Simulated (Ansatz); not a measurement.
An Ansatz (an electronic-structure program) run: Si with a change (isotropic strain −2.00 %); plane-wave PAW DFT at the PBE level (Ansatz, 420 eV), scalar-relativistic without spin-orbit coupling.

Input:

Ansatz 0.2 input:
```yaml
crystal:
  lattice:
    - [0, 2.6804513518, 2.6804513518]
    - [2.6804513518, 0, 2.6804513518]
    - [2.6804513518, 2.6804513518, 0]
  atoms:
    - { symbol: Si, position: [0, 0, 0] }
    - { symbol: Si, position: [0.25, 0.25, 0.25] }
basis: { ecutwfc: 420, ecutrho_ratio: 4, xc_grid: 2, fft_grid_basis: typed }
kpoints: { mp_grid: { grid: [10, 10, 10] } }
hamiltonian:
  xc: pbe
  dispersion: none
  pseudopotentials: { kind: paw }
scf: { occupations: { method: fermi_dirac, width: 0.05 }, convergence: { dr2_threshold: 0.0000000002 } }
relax: { f_tol: 0.005, max_steps: 50 }
output: { forces: true, stress: true }
checkpoint: { write: state.ck, write_every: 1000 }
```

Output (explanatory and most iteration lines left out):

```
Relaxation: its limit of steps is 50 (relax.max_steps)
Pseudopotential: Si, paw, valence charge 4
Crystal: 2 atoms, lattice volume = 38.517 Å³
Basis set: ecut = 420 eV, 749 PW (Γ), exchange–correlation on 54×54×54 points (8 copies of the dense FFT grid, shifted against one another)
Bands: 8, of which v1, the nominal top of the filled ones, is band 4 counted from 1 (3 counted from 0)
Symmetry: 48 space group operations
Space group: Fd-3m (ITA 227), of the structure as read, at distance tolerance 3.4e-5 Å
k-points: 47 of 1000
Functional: x = pbe(κ = 0.804, μ = 0.2195149727645171), c = pbe(β = 0.06672455060314922)
SCF iter   1: F=—  HF=-1271.575701 eV  |F-HF|=—  |Δ(HF+E_count)|=         —  Δρ=9.66e-4  dr2=2.09e-4  ethr=1.77e-3  ⟨swp⟩=5.9  Hψ=3299  notcnv=0
SCF iter   2: F=—  HF=-1271.576042 eV  |F-HF|=—  |Δ(HF+E_count)|=   3.42e-4  Δρ=4.25e-4  dr2=4.16e-5  ethr=2.62e-6  ⟨swp⟩=2.2  Hψ=954  notcnv=0
SCF 1 converged in 7 iterations: F = -1271.576078 eV  dr2 = 2.45e-11
relax step   1: F+E_penalty+E_count = -1271.57607813 eV  Δ(F+E_penalty+E_count) = +0.000e0 eV  max|allowed force component| = 2.891e-18 eV/Å  Δτ_max = 0.0000 Å  (7 SCF iters, accepted)
SCF converged after 7 iterations
Free energy (F): -1271.576078 eV
Internal energy: -1271.576038 eV  (E = F + TS)
E sigma→0 (E₀):  -1271.576058 eV
Entropy (-TS):   -0.000040 eV (-0.020 meV/atom)
Fermi energy:    6.883747 eV
--- Forces (eV/Å), atoms counted from 1 ---
  atom   1  Si    -0.00000000     0.00000000    -0.00000000
  atom   2  Si    -0.00000000     0.00000000    -0.00000000
--- Stress (GPa, compression-positive) ---
        6.119830       0.000000      -0.000000
        0.000000       6.119830       0.000000
        0.000000       0.000000       6.119830
  P = ⅓ Tr σ = 6.1198 GPa (61.198 kbar)
--- Relaxed structure (1 steps of the walk, 1 accepted, 0 SCFs on fresh bases) ---
  atoms:
    - { symbol: Si, position: [0.0, 0.0, 0.0] }
    - { symbol: Si, position: [0.25, 0.25, 0.25] }
```

No phonon test of stability was made. The cell was made from Si in the diamond structure (space group Fd-3m, No. 227) by this change: isotropic strain −2.00 %.
